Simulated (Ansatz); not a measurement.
Base system: GaP in the zinc blende structure (space group F-43m, No. 216; a = 5.451 Å). Axes: x, y, z lie along the cube axes.

Computed with r2SCAN/PAW in Ansatz (a first-principles code), no spin-orbit coupling.

Perturbation: the cell is compressed by 1.50 % along z with no lateral relaxation; the atoms relax in the strained cell.

Problem. Predict the stress tensor and what it implies for the stiffness.

Solution. Stress of the strained cell less that of the base (GPa, compression positive):
```
   0.96    0.00    0.00
   0.00    0.96    0.00
   0.00    0.00    2.17
```

Then −Δσ_ii/ε with ε = -0.0150 gives secant stiffness values (nonlinear terms included at this strain): C33 ≈ 145 GPa, C13 ≈ 64 GPa and C23 ≈ 64 GPa.

Whether these cells are dynamically stable was not tested.
